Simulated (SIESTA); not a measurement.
A self-consistent single point of LaB₆ (Pm-3m, 7 atoms in the cell) with SIESTA.

Computed with SIESTA 5.4.2 with GGA PBE, numerical atomic orbitals TZP, PseudoDojo PBE standard norm-conserving potentials (rewritten from UPF to PSML).

```yaml
crystal:
  lattice:
    - [4.16216, 0.00000, 0.00000]
    - [0.00000, 4.16216, 0.00000]
    - [0.00000, 0.00000, 4.16216]
  atoms:
    - { symbol: La, position: [0.00000, 0.00000, 0.00000] }
    - { symbol: B, position: [0.80012, 0.50000, 0.50000] }
    - { symbol: B, position: [0.19988, 0.50000, 0.50000] }
    - { symbol: B, position: [0.50000, 0.80012, 0.50000] }
    - { symbol: B, position: [0.50000, 0.19988, 0.50000] }
    - { symbol: B, position: [0.50000, 0.50000, 0.80012] }
    - { symbol: B, position: [0.50000, 0.50000, 0.19988] }
```

Reference input (self-consistent single point, DFT, GGA PBE, numerical atomic orbitals TZP, PseudoDojo PBE standard norm-conserving potentials (rewritten from UPF to PSML)): XC.functional = GGA; XC.authors = PBE; potentials = PseudoDojo PBE standard; PAO.BasisSize = TZP; PAO.EnergyShift = 0.01 Ry; MeshCutoff = 300 Ry; kgrid.MonkhorstPack = 11 11 11; OccupationFunction = FD; ElectronicTemperature = 580.23 K; MaxSCFIterations = 150; SCF.Mixer.Method = Pulay; SCF.Mixer.Weight = 0.2. This run's input differs from it in these lines:

```diff
@@ -33,5 +33,5 @@
 %block kgrid.MonkhorstPack
-   11   0   0  0.0
-    0  11   0  0.0
-    0   0  11  0.0
+    5   0   0  0.0
+    0   5   0  0.0
+    0   0   5  0.0
 %endblock kgrid.MonkhorstPack
```

Output (repeated stretches shortened):

```
        iscf     Eharris(eV)        E_KS(eV)     FreeEng(eV)     dDmax    Ef(eV) dHmax(eV)
   scf:    1    -1402.182639    -1433.376628    -1433.401834  1.740061 -5.687219  7.019571
   scf:    2    -1438.514856    -1436.193991    -1436.215488  0.098666 -5.544027  3.873341
   scf:    3    -1437.788326    -1437.390875    -1437.408884  0.110749 -5.495675  0.282720
   scf:    4    -1437.338211    -1437.383313    -1437.400898  0.011932 -5.489150  0.533804
   scf:    5    -1437.403945    -1437.408716    -1437.425739  0.019488 -5.489384  0.212420
   [... 2 lines left out ...]
   scf:    8    -1437.411708    -1437.411670    -1437.428788  0.001162 -5.488681  0.001582
   scf:    9    -1437.411671    -1437.411671    -1437.428789  0.000023 -5.488705  0.000771
   scf:   10    -1437.411672    -1437.411671    -1437.428789  0.000024 -5.488728  0.000006
   scf:   11    -1437.411671    -1437.411671    -1437.428789  0.000002 -5.488728  0.000000
SCF Convergence by DM+H criterion
max |DM_out - DM_in|         :     0.0000023219
max |H_out - H_in|      (eV) :     0.0000002847
SCF cycle converged after 11 iterations

Using DM_out to compute the final energy and forces

siesta: E_KS(eV) =            -1437.4117

siesta: E_KS - E_eggbox =     -1437.4117

siesta: Atomic forces (eV/Ang):
     1    0.000000   -0.000000    0.000000
     2   -0.078689    0.000000    0.000000
     3    0.078689    0.000000    0.000000
     4    0.000000   -0.078689    0.000000
     5    0.000000    0.078689    0.000000
     6    0.000000    0.000000   -0.078689
     7    0.000000    0.000000    0.078689
   Tot   -0.000000   -0.000000    0.000000
   Max    0.078689
   Res    0.042061    sqrt( Sum f_i^2 / 3N )
   Max    0.078689    constrained

   [... lines left out ...]
siesta: FreeEng =     -1437.428789
siesta: Cell volume =         72.103547 Ang**3
siesta:          23.51284623         27.88113528  kBar
   [... lines left out ...]

              0.054

mulliken: Qtot =       29.000

Mulliken Atomic Populations:
Atom #   charge [q] valence [e]  Species
     1     1.408199    9.591801  La
     2    -0.234700    3.234700  B
     3    -0.234700    3.234700  B
     4    -0.234700    3.234700  B
     5    -0.234700    3.234700  B
     6    -0.234699    3.234699  B
     7    -0.234699    3.234699  B
 Total    -0.000000
```

The run converged in 11 iterations. Against the reference run the free energy rises by 4.2 meV/atom, the pressure moves little (2.31 to 2.35 GPa) and the largest force goes from 0.021 to 0.079 eV/Å.

The starting cell comes from a database of computed structures (which also holds hypothetical and non-ambient phases and stackings), without a prior relaxation at this level. Its lattice was rescaled by a random factor within 2.5 % of one. Values carry the incompleteness of an atom-centred basis.

Cost on one core of a shared machine: roughly 3 min.
